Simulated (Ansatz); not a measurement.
## Habitual settings against a tight run: Mn3Si (Fm-3m, 4 atoms in the cell)

Self-consistent single point.

```
CELL_PARAMETERS angstrom
      0.00000     2.82051     2.82051
      2.82051     0.00000     2.82051
      2.82051     2.82051     0.00000
ATOMIC_POSITIONS crystal
  Mn 0.25000 0.25000 0.25000
  Mn 0.75000 0.75000 0.75000
  Mn 0.50000 0.50000 0.50000
  Si 0.00000 0.00000 0.00000
```
Moments meant for the start (each program seeds them in its own way; μB, in the order of the atoms Mn Mn Mn Si): 4.0 4.0 4.0 0.0.

Level of theory: PBEsol, PAW files made with PBE (plane waves; Ansatz, a program for electronic structure).

Base settings: basis.ecutwfc = 420 eV; kpoints.mp_grid.grid = 10 10 10; hamiltonian.xc = pbesol; hamiltonian.pseudopotentials = {kind: paw} (the program's default PAW files); magnetization.spin_polarized = true; scf.occupations.method = fermi_dirac; scf.occupations.width = 0.136 eV.

Tight run (finer mesh or higher cutoff; not a proven limit): basis.ecutwfc: 420 eV → 590 eV; kpoints.mp_grid.grid: 10 10 10 → 14 14 14; scf.convergence.dr2_threshold: default (1e-07 eV) → 1e-09 eV. It gave Fermi level (on the code's own zero) 17.84 eV; pressure -9.43 GPa; size of the cell's spin moment 1.19 μB.

Quick runs, as changes from the base:
- A: the base itself
- B: basis.ecutwfc: 420 eV → 210 eV; kpoints.mp_grid.grid: 10 10 10 → 4 4 4; hamiltonian.xc: pbesol → lda [LDA (PW92)]
- C: basis.ecutwfc: 420 eV → 210 eV; kpoints.mp_grid.grid: 10 10 10 → 8 8 8

Energies are extrapolated to zero smearing width, which holds to low order in the width alone.

Dashes: energy of B, another energy zero.

† marks runs with another functional, U, potentials or spin treatment: their distance from the tight run is not a convergence error alone.

The count of work is k-points × plane waves × bands × iterations; it is no time. 

Pressures in the table are Ansatz's without its Pulay estimate, at a fixed set of plane waves; the tight run's value above holds the estimate.

The starting cell comes from a database of computed structures (which also holds hypothetical and non-ambient phases and stackings), without a prior relaxation at this level. Its lattice was rescaled by a random factor within 2.5 % of one. The magnetic order is the one reached from the typed start; others were not searched systematically. The program warned that a starting moment was not kept. In the base run, with a pressure of about -9 GPa the cell is away from its equilibrium volume at this level.

| run | energy less tight (meV/atom) | pressure less tight (GPa) | count of work / tight |
|---|---|---|---|
| A | 4.0 | -0.21 | 0.23 |
| B† | – | -368.50 | 0.015 |
| C | 5372.0 | -353.92 | 0.067 |

Among the runs at the tight run's level, the energy misses run from 4.0 to 5372.0 meV/atom.

Left out of this page: 2 runs of the series outside the window shown, repeating another row's setting, or not comparable; 1 run of the series unsound by tests on forces, stress, charge or solver warnings.

Keys are those of Ansatz 0.2.
